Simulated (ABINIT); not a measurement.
ABINIT run on LiF (Fm-3m, 2 atoms in the cell): self-consistent single point.

Level of theory: PBE, PAW (JTH v2.0 PBE PAW) (plane waves; ABINIT 10.0.3).

The change in words: lattice scaled by 0.98. Reference geometry:
```
CELL_PARAMETERS angstrom
      0.00000     2.01803     2.01803
      2.01803     0.00000     2.01803
      2.01803     2.01803     0.00000
ATOMIC_POSITIONS crystal
  Li 0.00000 0.00000 0.00000
  F  0.50000 0.50000 0.50000
```

Reference input (self-consistent single point, DFT, PBE, plane waves, PAW (JTH v2.0 PBE PAW)): pseudos = [Li.GGA_PBE-JTH.xml, F.GGA_PBE-JTH.xml]; ecut = 653 eV; pawecutdg = 1306 eV; occopt = 1; ngkpt = 9 9 9; nshiftk = 1; shiftk = 0 0 0; potentials = JTH v2.0 PBE PAW; nband = 8; kptopt = 1; nstep = 100; tolvrs = 1e-11. This run's input differs from it in these lines:

```diff
@@ -3,7 +3,7 @@
 pseudos "Li.GGA_PBE-JTH.xml, F.GGA_PBE-JTH.xml"
-acell 2.8539268095 2.8539268095 2.8539268095 Angstrom
+acell 2.7968477359 2.7968477359 2.7968477359 Angstrom
 rprim
-         0.0000000000    0.7071067812    0.7071067812
-         0.7071067812    0.0000000000    0.7071067812
-         0.7071067812    0.7071067812    0.0000000000
+        -0.0000000000    0.7071067812    0.7071067812
+         0.7071067812   -0.0000000000    0.7071067812
+         0.7071067812    0.7071067812   -0.0000000000
 natom 2
```

The program printed (abridged):

```
--- !BeginCycle
solver: {iscf: 17, nstep: 100, nline: 4, wfoptalg: 10, }
tolerances: {tolvrs: 1.00E-11, }
...

     iter   Etot(hartree)      deltaE(h)  residm     nres2
 ETOT  1  -31.911063555221    -3.191E+01 1.402E+00 1.042E+01
 ETOT  2  -32.046497186621    -1.354E-01 1.239E-02 4.484E+00
 ETOT  3  -32.043779207519     2.718E-03 3.155E-03 3.384E-01
 ETOT  4  -32.043886694313    -1.075E-04 4.490E-03 1.838E-02
 ETOT  5  -32.043906470485    -1.978E-05 7.505E-04 3.501E-04
   [... 2 lines left out ...]
 ETOT  8  -32.043908116939    -2.366E-10 4.384E-04 1.674E-08
 ETOT  9  -32.043908116931     8.093E-12 5.334E-04 1.003E-09
 ETOT 10  -32.043908116917     1.395E-11 2.783E-04 1.061E-11
 ETOT 11  -32.043908116913     3.617E-12 1.031E-04 5.108E-13
 At SCF step   11       nres2   =  5.11E-13 < tolvrs=  1.00E-11 =>converged.

 Cartesian components of stress tensor (hartree/bohr^3)
  sigma(1 1)= -2.15716235E-04  sigma(3 2)=  0.00000000E+00
  sigma(2 2)= -2.15716235E-04  sigma(3 1)=  0.00000000E+00
  sigma(3 3)= -2.15716235E-04  sigma(2 1)=  0.00000000E+00

 ----iterations are completed or convergence reached----

 reduced coordinates (array xred) for    2 atoms
       0.000000000000      0.000000000000      0.000000000000
       0.500000000000      0.500000000000      0.500000000000
 cartesian forces (eV/Angstrom) at end:
    1     -0.00000000000000    -0.00000000000000    -0.00000000000000
    2     -0.00000000000000    -0.00000000000000    -0.00000000000000
 frms,max,avg= 0.0000000E+00 0.0000000E+00   0.000E+00  0.000E+00  0.000E+00 e/A
   [... lines left out ...]
 Fermi (or HOMO) energy (hartree) =  -0.05631   Average Vxc (hartree)=  -0.36418
 Fermi (or HOMO) energy (eV) =  -1.53228   Average Vxc (eV)=  -9.90991
   [... lines left out ...]
local_psp           : -2.40386697454384E+01
total_energy        : -3.20439081726515E+01
total_energy_eV     : -8.71959085660611E+02
...

-Cartesian components of stress tensor (GPa)         [Pressure=  6.3466E+00 GPa]
- sigma(1 1)= -6.34658967E+00  sigma(3 2)=  0.00000000E+00
- sigma(2 2)= -6.34658967E+00  sigma(3 1)=  0.00000000E+00
- sigma(3 3)= -6.34658967E+00  sigma(2 1)=  0.00000000E+00

 Calculation completed.
```

The run converged in 11 iterations. 

The starting cell comes from a database of computed structures (which also holds hypothetical and non-ambient phases and stackings), without a prior relaxation at this level. Its lattice was rescaled by a random factor within 2.5 % of one. For this run, on top of that: lattice scaled by 0.98. With a pressure of about 6 GPa the cell is away from its equilibrium volume at this level.

These are the values that this program gave, and no reference: the one-centre exchange-correlation terms come from a truncated expansion.
